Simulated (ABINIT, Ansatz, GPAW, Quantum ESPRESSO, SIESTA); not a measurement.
**One structure in several programs: Ag (Fm-3m, 1 atom in the cell)**

Self-consistent single point.

```xyz
1
Lattice="0.0000 2.0450 2.0450 2.0450 0.0000 2.0450 2.0450 2.0450 0.0000" Properties=species:S:1:pos:R:3 pbc="T T T"
Ag     0.0000     0.0000     0.0000
```

Shared settings, as Ansatz (a first-principles code) writes them: kpoints.mp_grid.grid = 14 14 14; scf.occupations.method = gaussian; scf.occupations.width = 0.1 eV. Potentials and cutoffs stand in the table.

```json
[
 {"code": "ABINIT", "model": "PBEsol, norm-conserving pseudopotentials (PseudoDojo nc-sr-04 PBEsol standard)", "pressure (GPa)": "-3.19", "cutoff": "41 Ha"},
 {"code": "GPAW", "model": "PBEsol, GPAW PAW datasets PBEsol (made by gpaw-setup)", "pressure (GPa)": "-2.96", "cutoff": "600 eV"},
 {"code": "Ansatz", "model": "PBEsol, default PAW files made with PBE", "pressure (GPa)": "-3.03", "cutoff": "420 eV"},
 {"code": "Quantum ESPRESSO", "model": "PBEsol, GBRV 1.5 ultrasoft (PBESOL) pseudopotentials", "pressure (GPa)": "-4.62", "cutoff": "40 Ry"},
 {"code": "SIESTA", "model": "GGA PBEsol, numerical atomic orbitals DZP, PseudoDojo PBEsol standard norm-conserving potentials (rewritten from UPF to PSML)", "pressure (GPa)": "-4.14", "cutoff": "grid 400 Ry"}
]
```

The spread over the programs that give each value: pressure within 1.66 GPa.

SIESTA uses small atom-centred bases, whose incompleteness enters pressures, forces and empty levels differently from a plane-wave cutoff. Ansatz's pressure is given at a fixed set of plane waves, as the other plane-wave codes print theirs; with its correction for the finite basis it is -2.99 GPa. In the pressure, Quantum ESPRESSO (by 1.52) and SIESTA (by 1.04) lie more than 1 GPa from the median of the plane-wave programs.

The starting cell has typed, rounded lattice constants, without a prior relaxation at this level.

Left out of this page: Elk and FLEUR (not drawn, or without a comparable value).

Keys are those of Ansatz 0.2.
